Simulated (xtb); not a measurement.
xtb 6.7.1, GFN1-xTB: Fe(OMe)(acac) (C[O][Fe]1[O]C(C)=CC(C)=[O]->1), charge 0, multiplicity 5, 20 atoms. The geometry is a generated start, not checked to be a minimum at this level.

| Property | Value |
|---|---|
| method | GFN1-xTB |
| --acc | 1 (default) |
| --etemp (K) | 300 (default) |
| detailed input (--input) | none: ANC optimiser, Lindh (1995) Hessian, microcycle=20, maxdispl=1.0, hlow=0.01 (default) |
| basis functions | 66 |
| valence electrons | 60 |

```xyz
20

Fe     1.1044     0.3055    -1.8837
O     -0.1983     1.3189    -2.7520
C     -1.2549     2.0508    -3.2237
H     -1.5617     2.8160    -2.4944
H     -0.9841     2.5652    -4.1590
H     -2.1199     1.4019    -3.4315
C     -0.6839    -2.9271     0.6267
C      0.0162    -1.6250     0.2957
C      0.3480    -0.7767     1.3605
C      0.9907     0.4598     1.2193
C      1.2670     1.2557     2.4782
O      1.3587     0.9679     0.1245
O      0.2568    -1.3945    -0.9199
H     -0.5512    -3.2018     1.6682
H     -1.7471    -2.8100     0.4244
H     -0.3073    -3.7173    -0.0180
H      0.0801    -1.0929     2.3557
H      0.5005     2.0215     2.5824
H      1.2583     0.6261     3.3615
H      2.2279     1.7559     2.3850
```

Charge 0 and multiplicity 5 are set for this test and not shown to be the ground state. GFN-xTB has no spin term: --uhf 4 sets the occupations alone.

The structure is relaxed from this start with --opt LEVEL for the levels crude, sloppy, loose, lax, normal, tight, vtight, extreme, once each. Up to the end of the extreme run atoms move by at most 1.6 Å along an axis.

Task: What is the loosest level that ends within 20 meV of the extreme run, and how many cycles does it take?

Result: sloppy: 23 cycles against 145, ending 14 meV above.

```csv
level,cycles,energy above the extreme run (meV),gradient norm (eV/Å)
crude,4,170,0.28
sloppy,23,14,0.11
loose,28,6.8,0.069
lax,31,5.0,0.054
normal,32,4.9,0.036
tight,36,4.8,0.012
vtight,55,4.4,0.0026
extreme,145,—,0.0017
```
